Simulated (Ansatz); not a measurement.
# Response to strain in BN

Start from BN (space group P4_2/mnm, No. 136; a = 4.399 Å, c = 2.538 Å; a model cell, its experimental status unchecked). Axes: x, y, z lie along a, b, c of the conventional cell.

Strains are applied to the cell and any free atomic positions relax.

Levels (all Ansatz, a program for electronic structure, PAW): PBEsol (420 eV, spin-orbit coupling left out); r2SCAN (500 eV, without spin-orbit coupling); HSE06 (420 eV, spin-orbit coupling left out).

Band gaps by level, all at the geometries relaxed with PBEsol:

| case | PBEsol | r2SCAN | HSE06 |
|---|---|---|---|
| base | 4.58 eV | 5.31 eV | 6.11 eV |
| isotropic strain −2.11 % | 4.48 eV | 5.24 eV | 6.03 eV |
| isotropic strain −0.32 % | 4.56 eV | 5.30 eV | 6.10 eV |
| tensor shear ε_xy = −1.39 % | 4.40 eV | 5.14 eV | 5.93 eV |

Single points use the geometry relaxed with PBEsol. HSE06 was sampled on its mesh, a few special points and the semilocal edge points, so its gap is an upper bound. Stability against distortions was not tested.
